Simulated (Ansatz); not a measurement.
## Sc under a change: biaxial strain −1.25 %, plane normal [001], relaxed out of plane

The reference is Sc (space group P6_222, No. 180; a = 3.2041 Å, c = 8.0252 Å; a cell from a computed database, its experimental status unchecked; relaxed with 0.1 eV smearing). Axes: x lies along a and z along c of the hexagonal cell.

It is then changed as follows: compressive biaxial strain of 1.25 % in the plane normal to [001], as in epitaxy on a mismatched substrate; the out-of-plane cell vector and the atoms relax.

Method: PBEsol (Ansatz, a program for electronic structure; PAW; 420 eV plane waves; scalar-relativistic without spin-orbit coupling). k-mesh 21×21×7 (Γ-centred); smearing 0.1 eV (Fermi–Dirac).

The volume per atom falls by 0.42 Å³ to 23.36 Å³ and the space group remains P6_222 (No. 180). The pressure (mean of the normal stresses, compression positive) goes from zero to 1.0 GPa and the band gap remains zero. The out-of-plane strain is +0.74 % and the mean in-plane stress (compression positive) amounts to +1.5 GPa.

Whether these cells are dynamically stable was not tested. The base started in P6_122 and relaxed to P6_222 at this level. The final runs are not spin-polarised. Sc has a high density of states at the Fermi level and may be magnetic at this level. This is not the structure that Sc has at room temperature and ambient pressure.
